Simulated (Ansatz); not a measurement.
Take Te in the diamond structure (space group Fd-3m, No. 227; a = 7.061 Å; a hypothetical phase, not in the database extracts checked) as the base.

Levels (all Ansatz, a program for electronic structure, PAW): PBEsol (420 eV, without spin-orbit coupling); PBEsol+SOC (420 eV, noncollinear with spin-orbit coupling).

The geometry is relaxed with PBEsol.

| Quantity | Result |
|---|---|
| PBEsol pressure | 0.0 GPa |

Q: How does going to PBEsol+SOC change the pressure?

A: The pressure goes from zero to 0.3 GPa.

Single points use the geometry relaxed with PBEsol. The spin-orbit shifts are approximate. Stability against distortions was not tested.
